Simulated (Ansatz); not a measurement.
Amorphous IGZO (In12Ga12Zn12O48), 84 atoms at 5.74 g/cm³, one PBE-relaxed geometry, zone centre. Methods: PBE, scalar-relativistic without spin-orbit coupling (Ansatz, an electronic-structure program); r2SCAN, scalar-relativistic without spin-orbit coupling (Ansatz). Plane waves to 420 eV (r2SCAN 500 eV). At PBE the levels at the filled edge of the gap are localised (band-tail or defect states). All rungs ran without spin polarisation.

The cell was made by melting and quenching with the CHGNet potential and then relaxed with DFT. O atoms were pushed apart under 1.9 Å during the dynamics, to hinder bonds among them. The hot cell started wider than the set density and was brought back towards it in steps. It is the lowest in DFT energy of 4 quenches. It is a model cell: composition and starting density were chosen by hand, and all elements were melted together. No dispersion term was used. A short ab initio anneal came between quench and relaxation. Its density started from a set value of 5.84 and ended at 5.74 g/cm³. The simulated quench (nominally 340 K/ps over its main leg) is rapid and tends to freeze in more defects than a deposited or slowly cooled glass has. One small periodic cell is one sample of the glass; other quenches scatter about these values. Volume and shape were free in the relaxation.

The relaxation ran on the zone centre alone. At PBE the level gap is 0.71 eV on a 2×2×2 Γ-centred mesh, and the spacing at the zone centre alone 0.76 eV.

### Question
What zone-centre spacing does r2SCAN give, roughly?

### Answer
1.20 eV (+0.44 eV against PBE).

The highest filled and the lowest empty state spread over these numbers of atoms (participation numbers): PBE: 12.8 and 77.7; r2SCAN: 11.3 and 76.3.
